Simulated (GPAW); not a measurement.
σxx against uniaxial strain in CsCl-type AuZn (space group 221): C11 (GPAW, PBEsol)

```yaml
crystal:
  lattice:
    - [3.08667, 0.00000, 0.00000]
    - [0.00000, 3.13367, 0.00000]
    - [0.00000, 0.00000, 3.13367]
  atoms:
    - { symbol: Zn, position: [0.50000, 0.50000, 0.50000] }
    - { symbol: Au, position: [0.00000, 0.00000, 0.00000] }
```

Level of theory: PBEsol, GPAW PAW datasets PBEsol (made by gpaw-setup) (plane waves; GPAW 25.7.0). Settings: mode = pw; ecut = 780 eV; xc = PBEsol; kpts = 22 22 22; mesh shift (steps) = 0 0 0; occupations.name = fermi-dirac; occupations.width = 0.05 eV; nbands = -8; convergence.density = 1e-06 e/electron; convergence.energy = 1e-06 eV/electron; symmetry.symmorphic = false; symmetry.tolerance = 0.0005; maxiter = 150. The cell above is the first row's. The rows stretch one cube axis (x) by the strain ε and hold the other two. Stress is positive in tension. In all rows fractional positions and the k mesh are held.

| ε (%) | σxx (GPa) |
|---|---|
| -1.5 | ? |
| -1.0 | -1.46 |
| -0.5 | -0.62 |
| 0.0 | 0.19 |
| 0.5 | 0.97 |
| 1.0 | 1.69 |
| 1.5 | 2.37 |
| 2.0 | 3.03 |

Fit σxx of the 7 rows that show it with a parabola. Least squares gives σxx = 0.193 + 1.5760·ε - 0.0795·ε². Residuals (row less fit): 0.002, -0.005, -0.003, 0.009, 0.000, -0.008, 0.003; standard error 0.007 (degrees of freedom: 4). The slope at ε = 0, 1.5760 GPa per cent, gives C11 ≈ 100 × 1.5760 = 158 GPa, for the static lattice.

Task: Estimate the missing σxx (ε = -1.5); what did the run itself give?

Result: σxx = 0.193 + 1.5760 × (-1.5) - 0.0795 × (-1.5)² = -2.350 GPa. The calculation gives -2.32 GPa, 0.030 GPa above the prediction (0.6 % of the range of σxx in the table). The row lies outside the fitted rows, so this is an extrapolation. From the scatter of the fitted rows alone, a prediction at this place has a standard error of 0.013 GPa, so the miss is 2.3 times that.

Carrying the step between the two nearest rows on in a straight line would have given -2.30, off by 0.02; series whose last step already gives the withheld value aren't shown. The reference cell has the volume at which an earlier scan in this program and functional put its minimum by a fit. The runs keep the symmetry of the cell, so they don't test it for distortions. The unstrained cell stands at a pressure of -0.19 GPa, and the constants belong to that pressure. By symmetry this strain leaves no force on the atoms; the largest in the rows is 0.000 eV/Å. Spin-orbit coupling is off. Without a gap such slopes are sensitive to mesh and smearing. Cutoffs and mesh are single choices, not tested for convergence of this quantity. Series with a scatter that would blur these digits, or in which a gap closes, are not shown. Strain series were run only where this level's volume lies within 10 % of a first guess from the measured size.
